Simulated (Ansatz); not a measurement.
The cell holds a phase that need not be the ambient bulk phase of that material.

System: extrinsic stacking fault in fcc Os; relaxed on a coarser mesh with the in-plane cell held.

Zero-bias coherent transport, averaged over 0.1 eV about the Fermi level.

Values are means of three energies within 0.05 eV of the Fermi level, on a potential converged at a Fermi-Dirac width of 0.05 eV. Resistances leave out the leads' Sharvin resistance. Spin-orbit coupling is left out.

Q: State the specific resistance of the junction and the share of channels that pass according to PBE (Ansatz, an electronic-structure program).

A: AR = 0.29 × 10⁻¹⁵ Ω m²; 67 % of the channels of the narrower lead pass.
